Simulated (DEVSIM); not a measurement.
**abrupt GaAs p-n junction**

Device: abrupt GaAs p-n junction, at 250 K.

| layer (left to right) | material | thickness (μm) | Nd (cm⁻³) | Na (cm⁻³) | τn (s) | τp (s) |
|---|---|---|---|---|---|---|
| 1 | GaAs | 3.10 | - | 2.5e15 | 2e-8 | 2e-8 |
| 2 | GaAs | 20.0 | 3.2e16 | - | 2e-8 | 2e-8 |

Left contact: ohmic. Right contact: ohmic. Voltage is applied to the left contact. Recombination: SRH at mid-gap, radiative, Auger. Mobility is μmin + (μ − μmin)/(1 + (N/Nref)^α).

This is a model device: material constants are rounded textbook-type values typed into the input, and sizes, dopings and lifetimes were drawn at random. Values at 300 K; Nc and Nv go as T^1.5, mobilities as T to minus their exponent, the gap by Varshni's rule with the affinity fixed.

```tsv
parameter	GaAs
gap (eV)	1.424
affinity (eV)	4.07
permittivity	12.9
Nc (cm⁻³)	4.7e17
Nv (cm⁻³)	9e18
μn (cm²/Vs)	8500
μp (cm²/Vs)	400
μn,min	500
μp,min	20
Nref,n	6e16
Nref,p	1.5e17
αn	0.39
αp	0.38
T exponent of μn	2.1
T exponent of μp	2.2
B (cm³/s)	2e-10
Cn (cm⁶/s)	1e-30
Cp (cm⁶/s)	1e-30
Varshni α (eV/K)	0.000541
Varshni β (K)	204
```

DEVSIM, 1D drift-diffusion, Boltzmann statistics, complete ionisation; no tunnelling, impact ionisation, image-force lowering or self-heating.

| Property | Value |
|---|---|
| Potential step across the device at zero bias | 1.224 V |
| Largest field in the device at zero bias | 28000 V/cm |
| Dark forward voltage at 1 A/cm² | 1.046 V |
| Dark forward voltage at 100 A/cm² | 1.157 V |

Dark reverse current:

```json
[
 {"V (V)": "-0.40", "J (A/cm²)": "-3.1e-13"},
 {"V (V)": "-1.00", "J (A/cm²)": "-6.5e-13"},
 {"V (V)": "-2.00", "J (A/cm²)": "-1.1e-12"},
 {"V (V)": "-3.00", "J (A/cm²)": "-1.4e-12"},
 {"V (V)": "-4.00", "J (A/cm²)": "-1.8e-12"},
 {"V (V)": "-6.00", "J (A/cm²)": "-2.3e-12"},
 {"V (V)": "-8.00", "J (A/cm²)": "-2.7e-12"},
 {"V (V)": "-10.00", "J (A/cm²)": "-3.2e-12"},
 {"V (V)": "-13.00", "J (A/cm²)": "-3.7e-12"},
 {"V (V)": "-16.00", "J (A/cm²)": "-4.2e-12"},
 {"V (V)": "-20.00", "J (A/cm²)": "-4.7e-12"}
]
```

Dark forward current:

(V (V), J (A/cm²)): (0.05, 1.4e-13); (0.15, 1.9e-12); (0.25, 2.1e-11); (0.35, 2.3e-10); (0.45, 2.5e-9); (0.55, 2.8e-8); (0.65, 3.2e-7); (0.80, 2.4e-5); (0.90, 0.0014); (1.00, 0.12); (1.10, 11); (1.20, 330); (1.30, 1300); (1.40, 2700)
